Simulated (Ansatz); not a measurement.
**Response to strain in Hf**

Take Hf in the hcp (Mg type) structure (space group P6_3/mmc, No. 194; relaxed with 0.1 eV smearing) as the base.

```cif
data_Hf2
_chemical_formula_sum 'Hf2'
_space_group_name_H-M_alt 'P 1'
_space_group_IT_number 1
_cell_length_a 3.19829
_cell_length_b 3.19829
_cell_length_c 5.04882
_cell_angle_alpha 90.000
_cell_angle_beta 90.000
_cell_angle_gamma 120.000
loop_
_space_group_symop_operation_xyz
  'x, y, z'
loop_
_atom_site_label
_atom_site_type_symbol
_atom_site_fract_x
_atom_site_fract_y
_atom_site_fract_z
_atom_site_occupancy
Hf1 Hf 0.66667 0.33333 0.75000 1
Hf2 Hf 0.33333 0.66667 0.25000 1
```

Strains are applied to the cell and any free atomic positions relax.

Calculations: plane-wave PAW DFT at the r2SCAN level (Ansatz, an electronic-structure program, 500 eV), no spin-orbit coupling.

Notes on the quantities. pressure: mean of the normal stresses, compression positive.

| isotropic strain (%) | pressure (GPa) |
|---|---|
| -3 | 11.7 |
| -2.5 | 9.5 |
| -2 | 7.4 |
| -1.5 | 5.4 |
| -1 | ? |
| -0.5 | 1.7 |
| 0 | 0.0 |

### Question
Fit P = P₀ − Bδ + Cδ² with δ = (1 + ε)³ − 1 to the rows shown and predict the withheld row.

### Answer
Least squares on the printed values gives P₀ = 0.0 GPa, B = 109 GPa (at held cell shape), C = 284 GPa (largest residual 0.0 GPa); this predicts 3.5 GPa, and the run gives 3.5 GPa, in agreement.

Whether these cells are dynamically stable was not tested. The final runs are not spin-polarised.
